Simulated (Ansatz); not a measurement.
Consider Ti in the hcp (Mg type) structure (space group P6_3/mmc, No. 194; a = 2.8644 Å, c = 4.5373 Å; relaxed with 0.1 eV smearing). Axes: x lies along a and z along c of the hexagonal cell.

Computed with Kohn–Sham DFT with the LDA functional, run in Ansatz (a program for electronic structure) with PAW and 420 eV plane waves, scalar-relativistic without spin-orbit coupling.

One thing is altered: an isotropic linear strain of −1.50 %, atoms relaxed at fixed cell.

Problem. Predict the stress tensor and what it implies for the stiffness.

Solution. Stress of the strained cell less that of the base (GPa, compression positive):
```
    6.1     0.0     0.0
    0.0     6.1     0.0
    0.0     0.0     6.4
```

Then B = −ΔP/(ΔV/V₀) with ΔV/V₀ = -0.0443 gives secant stiffness values (nonlinear terms included at this strain): B (at held cell shape, above the free-shape value) ≈ 140 GPa.

As a check, the harmonic strain energy −½ V₀ Δσ:ε is 14 meV/atom; the computed energy rise is 13 meV/atom.

Whether these cells are dynamically stable was not tested. All final runs are without spin polarisation.
